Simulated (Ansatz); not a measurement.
The reference is AlRu in the CsCl type structure (space group Pm-3m, No. 221; a = 2.9770 Å; relaxed with 0.1 eV smearing). Axes: x, y, z lie along the cube axes.

Calculations: Ansatz (a first-principles code), PBEsol, PAW, cutoff 420 eV, no spin-orbit coupling.

Before the change:

The shortest interatomic distance comes out as 2.578 Å.

Now apply this change: the cell is compressed by 3.00 % along z with no lateral relaxation, atoms relaxed at fixed cell.

Question: How does this affect the energy relative to the base, stress and shortest interatomic distance?

Answer: The energy goes up by 13 meV/atom; the stress (xx, yy, zz, yz, xz, xy; compression positive) is (5.2, 5.2, 11.3, 0.0, 0.0, 0.0) GPa; the shortest interatomic distance shrinks by 0.0255 Å (2.578 Å → 2.553 Å).

The cells carry an imposed strain or load. Stability against distortions was not tested. The final runs are not spin-polarised.
